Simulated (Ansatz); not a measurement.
Base system: PdGe in the rock salt structure (space group Fm-3m, No. 225; a = 5.166 Å; a hypothetical phase, not in the database extracts checked). Axes: x, y, z lie along the cube axes.

Computed with Ansatz (an electronic-structure program) r2SCAN, spin-orbit coupling left out.

Now apply this change: every lattice vector is shortened by 1.89 %; the atoms relax in the strained cell.

Q: Predict the stress tensor and what it implies for the stiffness.

A: Stress of the strained cell less that of the base (GPa, compression positive):
```
    7.9     0.0     0.0
    0.0     7.9     0.0
    0.0     0.0     7.9
```

Then B = −ΔP/(ΔV/V₀) with ΔV/V₀ = -0.0556 gives secant stiffness values (nonlinear terms included at this strain): B ≈ 143 GPa.

As a check, the harmonic strain energy −½ V₀ Δσ:ε is 24 meV/atom; the computed energy rise is 22 meV/atom.

Stability against distortions was not tested. All final runs are without spin polarisation.
